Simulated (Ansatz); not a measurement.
## Effect of pressure −2 GPa on hypothetical R-3m KTlS2

Start from KTlS₂ (space group R-3m, No. 166; a = 3.984 Å, c = 21.707 Å (hexagonal axes); a hypothetical phase, not in the database extracts checked).

Now apply this change: hydrostatic tension (pressure −2 GPa).

Method: PBEsol (Ansatz, a quantum-chemistry and plane-wave program; PAW; 420 eV plane waves; without spin-orbit coupling). k-mesh 10×10×10 (Γ-centred); smearing 0.05 eV (Fermi–Dirac).

The volume per atom grows by 1.39 Å³ to 26.25 Å³ and the density falls by 0.272 g/cm³ (5.14 g/cm³ → 4.86 g/cm³). The lattice parameter a grows by 0.066 Å to 4.050 Å and the c/a ratio goes up by 0.028 (5.449 → 5.477). The shortest interatomic distance goes up by 0.032 Å (2.729 Å → 2.761 Å) and the band gap falls by 0.17 eV (0.89 eV → 0.72 eV). The gap character goes from indirect, T → Γ to indirect, k = (0.200, 0.300, 0.300) in the run's primitive reciprocal basis → Γ and the smallest direct gap drops by 0.19 eV (1.02 eV → 0.83 eV). The width of the top valence band decreases by 0.053 eV to 0.44 eV and the electron mass becomes 0.21 mₑ along c, 0.14 mₑ across (at Γ) (base: 0.22 mₑ along c, 0.16 mₑ across (at Γ)).

Final structure:

```xyz
4
Lattice="2.0249 1.1691 7.3939 -2.0249 1.1691 7.3939 0.0000 -2.3381 7.3939" Properties=species:S:1:pos:R:3 pbc="T T T"
Tl     0.0000     0.0000     0.0000
K      0.0000     0.0000    11.0909
S      0.0000     0.0000     5.9261
S      0.0000     0.0000    16.2556
```

Spin-orbit coupling, missing from the scalar runs, can matter with Tl. Load acts through the strain it causes; cell and atoms are relaxed under it. Effective masses come from finite differences of ±0.01 Å⁻¹. Whether these cells are dynamically stable was not tested.
